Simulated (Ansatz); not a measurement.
The starting structures come from a database of crystals and need not be the phases stable at ambient conditions.

By PBEsol, the system below comes out a metal.

Without scattering a metal conducts by its projected Fermi surface.

Data:

```
CELL_PARAMETERS angstrom
      3.30048     0.00000     0.00000
     -1.65024     6.03426     0.04504
      1.65024     0.43021     2.82573
ATOMIC_POSITIONS crystal
  Ta 0.66667 0.50000 0.16667
  S  0.82436 0.23654 0.58782
  S  0.17498 0.76248 0.41251
```

Space group of this cell: R3m. The cell was relaxed by PBE-D3(BJ); by PBEsol its mean pressure is -1.0 GPa.

The current flows along the normal of the first two printed cell vectors, the (101) plane of the conventional cell. No spin-orbit coupling; the value is a mean over 0.1 eV about the Fermi level.

Q: State the ballistic conductance per area according to PBEsol (Ansatz, an electronic-structure program).

A: 0.58 × 10¹⁵ S/m² for both spins.
